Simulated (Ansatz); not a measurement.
The structure below was relaxed with PBEsol (Ansatz, a quantum-chemistry and plane-wave program; PAW; 420 eV plane waves; scalar-relativistic without spin-orbit coupling), earlier PAW set.

```yaml
crystal:
  lattice:
    - [-3.41444, 3.41444, 3.41444]
    - [3.41444, -3.41444, 3.41444]
    - [3.41444, 3.41444, -3.41444]
  atoms:
    - { symbol: Pt, position: [0.22357, 0.22357, 0.22357] }
    - { symbol: Pt, position: [0.50000, 0.00000, 0.27643] }
    - { symbol: Pt, position: [0.27643, 0.50000, 0.00000] }
    - { symbol: Pt, position: [0.00000, 0.27643, 0.50000] }
    - { symbol: Pt, position: [0.77643, 0.77643, 0.77643] }
    - { symbol: Pt, position: [0.50000, 0.00000, 0.72357] }
    - { symbol: Pt, position: [0.72357, 0.50000, 0.00000] }
    - { symbol: Pt, position: [0.00000, 0.72357, 0.50000] }
```

Find the space group and the Wyckoff positions.

Space group Ia-3 (No. 206); a = b = c = 6.829 Å, α = β = γ = 90.00°

```json
[
 {"atom": "Pt", "site": "16c", "symmetry": ".3.", "x": "0.1118", "y": "0.1118", "z": "0.1118"}
]
```

Describe the coordination.

The crystal has 16 atoms in its conventional cell. Conventional cell: a = 6.8289 Å, b = 6.8289 Å, c = 6.8289 Å, α = 90.00°, β = 90.00°, γ = 90.00°. Pt sees 3 Pt at 2.428 Å and 1 Pt at 2.644 Å. (Neighbours: up to the widest gap in distance over summed covalent radii, below 1.35, at either atom.)

Stability against distortions was not tested. All final runs are without spin polarisation. The cell was made from Si by this change: Si → Pt; the result is a hypothetical phase, not in the database extracts checked. Pt lies near a magnetic instability that expansion can trigger; it was not tested. Pt has a high density of states at the Fermi level and may be magnetic at this level.
